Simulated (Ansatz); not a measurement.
Band structure of TiO (P-6m2, 2 atoms in the cell).

```xyz
2
Lattice="2.8225 0.0000 0.0000 -1.4113 2.4444 0.0000 0.0000 0.0000 2.8363" Properties=species:S:1:pos:R:3 pbc="T T T"
Ti     1.4113     0.8148     0.0000
O      0.0000     0.0000     1.4181
```

Level of theory: PBEsol, PAW files made with PBE (plane waves; Ansatz, a program for electronic structure).

Settings: kpoints.mp_grid.grid = 13 13 12; hamiltonian.xc = pbesol; hamiltonian.pseudopotentials = {kind: paw} (an earlier, softer set of the program's PAW files); scf.occupations.method = fermi_dirac; scf.occupations.width = 0.1 eV; kpoints.band_path.npoints = 8.

The starting cell comes from a database of computed structures (which also holds hypothetical and non-ambient phases and stackings), without a prior relaxation at this level. Its lattice was rescaled by a random factor within 2.5 % of one. Spin polarisation is off, so a magnetic state, if there is one, cannot be reached.

Levels in eV from the Fermi level, bands 6 to 12:
```
point      6      7      8      9    10    11    12
-----  -----  -----  -----  -----  ----  ----  ----
Γ      -5.56  -5.56  -5.38  -2.91  1.52  1.66  1.66
M      -8.91  -6.42  -5.32  -2.41  1.62  1.98  2.74
K      -7.90  -7.31  -6.43  -0.19  0.54  0.86  1.23
A      -9.25  -5.20  -5.20   0.04  0.04  0.80  1.91
L      -7.94  -7.83  -6.52  -0.74  1.73  2.93  3.01
H      -8.59  -7.73  -6.24  -0.29  1.87  2.72  3.36
```

Bands cross the Fermi level along this path, so the cell is metallic at this level.

Keys are those of Ansatz 0.2.
